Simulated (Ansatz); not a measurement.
We consider AlB2-type TiB₂, described by r²SCAN+rVV10 (plane waves, PAW; Ansatz, a program for electronic structure).

Run with plane-wave cutoff 500 eV, 18×18×12 k mesh (along the axes of the cell as run), Fermi–Dirac smearing 0.05 eV, no spin polarisation, scalar-relativistic PAW data made under PBE.

Computed at the level's own relaxed cell.

Problem. Predict the equilibrium volume per atom, lattice parameter a and lattice parameter c.

Solution. 
* **equilibrium volume per atom**: 8.48 Å³/atom
* **lattice parameter a**: 3.022 Å
* **lattice parameter c**: 3.216 Å

Measured, for comparison: lattice constant a 3.029 Å, lattice parameter c 3.229 Å (293 K, not corrected to a static lattice; as tabulated in R. G. Munro, J. Res. NIST 105, 709 (2000), Material Properties of Titanium …). Computed (rounded) less measured: lattice constant a -0.2 %, lattice parameter c -0.4 %. A static lattice is as a rule a little smaller and stiffer than an uncorrected measurement, which narrows the difference in the lattice parameter c and would widen misses of the other sign.

Static lattice: no zero-point or thermal effects.
